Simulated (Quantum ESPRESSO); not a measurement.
A working Quantum ESPRESSO input for BaZn2Sn2 (P4/nmm, 10 atoms in the cell) (DFT, PBEsol, plane waves, PSlibrary PAW (PBE) pseudopotentials):

```fortran
&CONTROL
  calculation = 'scf',
  outdir = './out',
  pseudo_dir = './',
  tprnfor = .true.,
  tstress = .true.,
/
&SYSTEM
  ibrav = 0,
  nat = 10,
  ntyp = 3,
  ecutwfc = 55,
  ecutrho = 330,
  occupations = 'smearing',
  smearing = 'fd',
  degauss = 0.0099958,
  input_dft = 'pbesol',
/
&ELECTRONS
  conv_thr = 1.0e-11,
  mixing_beta = 0.7,
/
ATOMIC_SPECIES
Ba   137.3270  Ba.pbe-spn-kjpaw_psl.1.0.0.UPF
Zn    65.3800  Zn.pbe-dn-kjpaw_psl.1.0.0.UPF
Sn   118.7100  Sn.pbe-dn-kjpaw_psl.1.0.0.UPF
ATOMIC_POSITIONS {angstrom}
Ba    0.0000000000    2.3910750000    8.5557269520
Ba    2.3910750000    0.0000000000    2.7184230480
Zn    0.0000000000    2.3910750000    4.1160794235
Zn    2.3910750000    0.0000000000    7.1580705765
Zn    2.3910750000    2.3910750000    0.0000000000
Zn    0.0000000000    0.0000000000    0.0000000000
Sn    2.3910750000    0.0000000000    9.8527051680
Sn    0.0000000000    2.3910750000    1.4214448320
Sn    2.3910750000    2.3910750000    5.6370750000
Sn    0.0000000000    0.0000000000    5.6370750000
K_POINTS {automatic}
5 5 2  0 0 0
CELL_PARAMETERS {angstrom}
   4.7821500000     0.0000000000     0.0000000000
   0.0000000000     4.7821500000     0.0000000000
   0.0000000000     0.0000000000    11.2741500000
```

The run converged in 22 iterations: free energy E − TS -48573.0333 eV; Fermi level (on the code's own zero) 9.90 eV; pressure -2.87 GPa; largest force (vector length) 0.042 eV/Å. Each of these slips is then made, one at a time:

(1)
```diff
-  degauss = 0.0099958,
```

(2)
```diff
+  celldm(1) = 9.036954,
```

Task: Predict the outcome of each change.

Result: 
(1) Smearing without a width. The program stopped before any SCF iteration.
```
Error in routine  set_occupations (1):
smearing requires a value for gaussian broadening (degauss)
```

(2) The cell or its scale given twice. The program stopped before any SCF iteration.
```
Error in routine cell_base_init (2):
lattice parameter specified twice
```

The starting cell comes from a database of computed structures (which also holds hypothetical and non-ambient phases and stackings), without a prior relaxation at this level.

Left out of this page: 1 run of the series stopped by limits of time or memory; 3 runs of the series outside the window shown, repeating another row's setting, or not comparable.
